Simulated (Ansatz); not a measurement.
Base system: ZnS in the zinc blende structure (space group F-43m, No. 216).

```
ZnS
1.0
    0.00000     2.67846     2.67846
    2.67846     0.00000     2.67846
    2.67846     2.67846     0.00000
S Zn
1 1
Cartesian
  4.01769   4.01769   4.01769
  0.00000   0.00000   0.00000
```

The values are results of PBEsol (Ansatz, a first-principles code, PAW, no spin-orbit coupling), earlier PAW set, not measurements.

The change: every S is replaced by Se; the structure is relaxed again.

Measured band gap: ZnS 3.94 eV (static lattice; corrected from measurement; as listed in Wei Chen et al., Physical Review Materials (2018)); ZnSe 2.87 eV (static lattice; corrected from measurement; as listed in Wei Chen et al., Physical Review Materials (2018)).

Measured lattice parameter a: ZnS 5.41 Å (room temperature; as listed in Martin Albrecht, Beate Paulus, Hermann Stoll, Phys. Rev. B (1997)); ZnSe 5.6676 Å (room temperature; as listed in Martin Albrecht, Beate Paulus, Hermann Stoll, Phys. Rev. B (1997)).

Q: How well does PBEsol reproduce the measured shift?

A: With PBEsol the band gap moves by -0.85 eV (2.08 → 1.23) against -1.07 eV measured; the lattice parameter a moves by +0.277 Å (5.357 → 5.634) against +0.258 Å measured.

Whether these cells are dynamically stable was not tested.
